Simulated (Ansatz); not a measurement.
Several settings converged on PdPt (R3m, 2 atoms in the cell)

```
PdPt
1.0
    1.37648     0.79471     4.53756
   -1.37648     0.79471     4.53756
    0.00000    -1.58943     4.53756
Pd Pt
1 1
Direct
  0.00367   0.00367   0.00367
  0.50000   0.50000   0.50000
```

Base method: PBEsol, default PAW files made with PBE (plane waves; Ansatz, a program for electronic structure).

Base settings: basis.ecutwfc = 420 eV; kpoints.mp_grid.grid = 14 14 14; hamiltonian.xc = pbesol; hamiltonian.pseudopotentials = {kind: paw} (the program's default PAW files); scf.occupations.method = fermi_dirac; scf.occupations.width = 0.1 eV.

The count of work is k-points × plane waves × bands × iterations; it is no time. Core times come from one kind of shared machine, to one figure; runs under 30 s give none.

**The width of Fermi-Dirac smearing**

In this ladder: kpoints.mp_grid.grid = 23 23 23.

Narrow widths need finer meshes than wide ones, so the last steps can hold mesh noise.

Only quantities that move along the ladder and can be compared are tabulated; pressure and forces are left out, as mesh noise rules them at narrow widths.

| scf.occupations.width | free energy less the last step's (meV/atom) | energy extrapolated to zero width less the last step's (meV/atom) |
|---|---|---|
| 1 eV | -1509.62 | -232.22 |
| 0.5 eV | -470.87 | -85.48 |
| 0.3 eV | -198.67 | -34.64 |
| 0.2 eV | -96.15 | -13.84 |
| 0.1 eV | -21.87 | -1.47 |
| 0.05 eV | 0.00 | 0.00 |

Widest scf.occupations.width that holds the energy extrapolated to zero width within 2 meV/atom: not settled: the last two steps still differ by 1.5 meV/atom, over half the tolerance, so the ladder does not show it.

Widest scf.occupations.width that holds the free energy within 5 meV/atom: not settled: the last two steps still differ by 22 meV/atom, over half the tolerance, so the ladder does not show it.

The extrapolation to zero width removes most of the smearing's effect on the energy.

**The width of Methfessel-Paxton smearing**

In this ladder: kpoints.mp_grid.grid = 23 23 23; scf.occupations.method = methfessel_paxton.

Narrow widths need finer meshes than wide ones, so the last steps can hold mesh noise.

Only quantities that move along the ladder and can be compared are tabulated; pressure and forces are left out, as mesh noise rules them at narrow widths.

```csv
scf.occupations.width,free energy less the last step's (meV/atom)
1 eV,-46.28
0.5 eV,-10.86
0.3 eV,-1.68
0.2 eV,-0.02
0.1 eV,0.08
0.05 eV,0.00
```

Widest scf.occupations.width that holds the free energy within 2 meV/atom of the last step, with all finer ones: 0.3 eV; the step before is off by 11 meV/atom.

**The mesh under tetrahedron occupations**

In this ladder: scf.occupations.method = tetrahedron; scf.occupations.width = default.

Only quantities that move along the ladder and can be compared are tabulated.

| kpoints.mp_grid.grid | free energy less the last step's (meV/atom) | pressure (GPa) | largest difference of a force vector from the last step's (eV/Å) | count of work / last | core time / last (rough) |
|---|---|---|---|---|---|
| 6 6 6 | -53.60 | -2.79 | 0.020 | 0.011 | – |
| 7 7 7 | -3.56 | -1.90 | 0.024 | 0.015 | – |
| 9 9 9 | -15.63 | -2.27 | 0.014 | 0.028 | – |
| 11 11 11 | -1.66 | -2.16 | 0.008 | 0.049 | – |
| 14 14 14 | -3.16 | -2.09 | 0.003 | 0.096 | – |
| 17 17 17 | -1.51 | -2.07 | 0.004 | 0.16 | – |
| 21 21 21 | 0.58 | -2.02 | 0.000 | 0.30 | 0.3 |
| 26 26 26 | 0.06 | -2.04 | 0.000 | 0.55 | 0.6 |
| 32 32 32 | 0.00 | -2.05 | 0.000 | 1.0 | 1 |

Coarsest kpoints.mp_grid.grid that holds the forces within 0.01 eV/Å of the last step, with all finer ones: 11 11 11, at 0.049 of the last step's count of work; the step before is off by 0.014 eV/Å.

Coarsest kpoints.mp_grid.grid that holds the free energy within 5 meV/atom of the last step, with all finer ones: 11 11 11, at 0.049 of the last step's count of work; the step before is off by 16 meV/atom.

Coarsest kpoints.mp_grid.grid that holds the pressure within 0.5 GPa of the last step, with all finer ones: 7 7 7, at 0.015 of the last step's count of work; the step before is off by 0.74 GPa.

On the base run: the starting cell comes from a database of computed structures (which also holds hypothetical and non-ambient phases and stackings), without a prior relaxation at this level. Its lattice was rescaled by up to half a per cent. One atom was moved a little off its site on purpose. Spin polarisation is off. Ansatz's pressure includes its estimate of the finite-basis (Pulay) stress.

Left out of this page: 4 runs of the series outside the window shown, repeating another row's setting, or not comparable.

Keys are those of Ansatz 0.2.
